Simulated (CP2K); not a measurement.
Band structure of BaZrO₃ (Pm-3m, 5 atoms in the cell).

```xyz
5
Lattice="4.2124 0.0000 0.0000 0.0000 4.2124 0.0000 0.0000 0.0000 4.2124" Properties=species:S:1:pos:R:3 pbc="T T T"
Ba     0.0000     0.0000     0.0000
Zr     2.1062     2.1062     2.1062
O      2.1062     0.0000     2.1062
O      0.0000     2.1062     2.1062
O      2.1062     2.1062     0.0000
```

Method of the run: PBEsol, GPW, DZVP-MOLOPT-SR-GTH basis, GTH-PBE potentials (GTH_POTENTIALS) (CP2K 2026.2).

Settings: CUTOFF = 500 Ry; REL_CUTOFF = 40 Ry; SMEAR/METHOD = FERMI_DIRAC; ELECTRONIC_TEMPERATURE = 580.23 K; KPOINTS/SCHEME = MONKHORST-PACK 8 8 8; GAMMA_CENTERED = T; XC_FUNCTIONAL = PBE:PBESOL; Ba/BASIS_SET = DZVP-MOLOPT-SR-GTH-q10; Ba/POTENTIAL = GTH-PBE-q10; Zr/BASIS_SET = DZVP-MOLOPT-SR-GTH-q12; Zr/POTENTIAL = GTH-PBE-q12; O/BASIS_SET = DZVP-MOLOPT-SR-GTH-q6; O/POTENTIAL = GTH-PBE-q6; METHOD = GPW.

The starting cell comes from a database of computed structures (which also holds hypothetical and non-ambient phases and stackings), without a prior relaxation at this level. Values carry the incompleteness of an atom-centred basis. The potentials were made for another functional than the one used.

Task: Predict the gap along the standard path and the places of the band edges.

Result: The gap along the path is 2.99 eV, from R to Γ; the smallest direct gap on it is 3.29 eV.

Levels in eV from the top of the valence band on the SCF mesh, bands 17 to 21:
| point | 17 | 18 | 19 | 20 | 21 |
|---|---|---|---|---|---|
| Γ | -0.99 | -0.30 | -0.30 | -0.30 | 2.99 |
| X | -1.79 | -1.74 | -0.54 | -0.54 | 3.49 |
| M | -0.98 | -0.98 | -0.91 | -0.10 | 5.53 |
| R | -2.64 | 0.00 | 0.00 | 0.00 | 5.82 |

Higher empty bands are left out: an atom-centred basis made for the valence describes them poorly.
